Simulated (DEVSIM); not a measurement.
System: Schottky contact on p-type CdTe, at 300 K.

Layer 1 from the left is CdTe, thickness (μm) 12.0, Na (cm⁻³) 1.1e16, τn (s) 4.6e-10, τp (s) 4.6e-10. Layer 2 from the left is CdTe, thickness (μm) 3.20, Na (cm⁻³) 1.1e18, τn (s) 4.6e-10, τp (s) 4.6e-10.

Left contact: Schottky, work function 4.78 eV, emission velocity 4.6e6 cm/s. Right contact: ohmic. Voltage is applied to the left contact. Recombination: SRH at mid-gap, radiative, Auger. Mobility is μmin + (μ − μmin)/(1 + (N/Nref)^α).

This is a model device: material constants are rounded textbook-type values typed into the input, and sizes, dopings and lifetimes were drawn at random. Values at 300 K.

CdTe: gap (eV) 1.5, affinity (eV) 4.28, permittivity 10.2, Nc (cm⁻³) 8e17, Nv (cm⁻³) 1.8e19, μn (cm²/Vs) 1000, μp (cm²/Vs) 80, μn,min 100, μp,min 10, Nref,n 1e17, Nref,p 1e17, αn 0.6, αp 0.6, B (cm³/s) 1e-10, Cn (cm⁶/s) 1e-30, Cp (cm⁶/s) 1e-30.

Model (solved in DEVSIM): 1D drift-diffusion, Boltzmann statistics, complete ionisation; no tunnelling, impact ionisation, image-force lowering or self-heating. Metal contacts follow the ideal Schottky-Mott rule: no Fermi-level pinning, no interface dipoles.

Dark forward current:

| |V| (V) | |J| (A/cm²) |
|---|---|
| 0.05 | 1.064e-9 |
| 0.10 | 5.966e-9 |
| 0.15 | 3.365e-8 |
| 0.20 | 2.060e-7 |
| 0.25 | 1.327e-6 |
| 0.30 | 8.731e-6 |
| 0.35 | 5.781e-5 |
| 0.40 | 0.0003822 |
| 0.45 | 0.002510 |
| 0.50 | 0.01624 |
| 0.55 | 0.1006 |
| 0.60 | 0.5325 |
| 0.65 | 1.915 |
| 0.70 | 4.430 |
| 0.75 | 7.696 |
| 0.80 | 11.39 |
| 0.85 | 15.34 |
| 0.90 | 19.45 |
| 0.95 | 23.68 |
| 1.00 | 27.98 |
| 1.05 | 32.35 |
| 1.10 | 36.77 |
| 1.15 | 41.22 |
| 1.20 | 45.71 |
| 1.25 | 50.22 |
| 1.30 | 54.75 |

Task: Work out the local ideality factor n = ΔV / (kT/q · ln(J2/J1)) between the rows 0.15 and 0.20 V, 0.30 and 0.35 V, 1.25 and 1.30 V.

Result: kT/q = 25.85 mV. From 0.15 to 0.20 V: ln(2.060e-7/3.365e-8) = 1.812, n = 1.07, near the 1 of diffusion or emission over a barrier. From 0.30 to 0.35 V: ln(5.781e-5/8.731e-6) = 1.890, n = 1.02, near the 1 of diffusion or emission over a barrier. From 1.25 to 1.30 V: ln(54.75/50.22) = 0.086, n = 22.40; the layers' resistance at their doping, Σ W/(qμN) = 0.011 Ω cm², would take 48 mV of this step of 50 mV.

Task: Estimate the current at 0.35 V for emission alone, J0 = q v N_band exp(−φB/kT), and read the barrier back from the simulated current.

Result: φB = 1.000 eV, N_band = 1.80e19 cm⁻³, J0 = 2.10e-10 A/cm²; J = J0 (exp(qV/kT) − 1) = 0.000159 A/cm². The simulation gives 5.78e-5 A/cm²; the estimate lies 180 % above. Read backwards, the simulated current gives an apparent barrier of 1.026 eV. The estimate leaves out transport through the depletion region and minority injection.
